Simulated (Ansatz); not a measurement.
Start from SnO (space group P4/nmm, No. 129; a = 3.769 Å, c = 4.557 Å; layered, stacked along the Cartesian z axis; relaxed with 0.1 eV smearing).

Now apply this change: the cell is scaled by 1.0343 in all directions, atoms relaxed at fixed cell.

Levels (all Ansatz, a quantum-chemistry and plane-wave program, PAW): PBEsol-D3(BJ) (420 eV, no spin-orbit coupling); r2SCAN (500 eV, spin-orbit coupling left out); HSE06 (420 eV, scalar-relativistic without spin-orbit coupling).

One geometry, relaxed with PBEsol-D3(BJ), under each level:

```csv
level,band gap,lowest conduction level above the VBM at special points
PBEsol-D3(BJ),0.30 eV,M 0.30 eV; Z 1.49 eV; Γ 2.08 eV; A 2.69 eV
r2SCAN,(withheld),(withheld)
HSE06,0.79 eV,M 0.79 eV; Z 2.32 eV; Γ 2.88 eV
```

Question: Give the withheld r2SCAN results.

Answer: 
- r2SCAN, band gap: 0.50 eV
- r2SCAN, lowest conduction level above the VBM at special points: M 0.50 eV; Z 1.93 eV; Γ 2.48 eV; A 2.87 eV

Single points use the geometry relaxed with PBEsol-D3(BJ). HSE06 gaps are upper bounds (no full band path). The cells carry an imposed strain or load. Stability against distortions was not tested. All final runs are without spin polarisation.
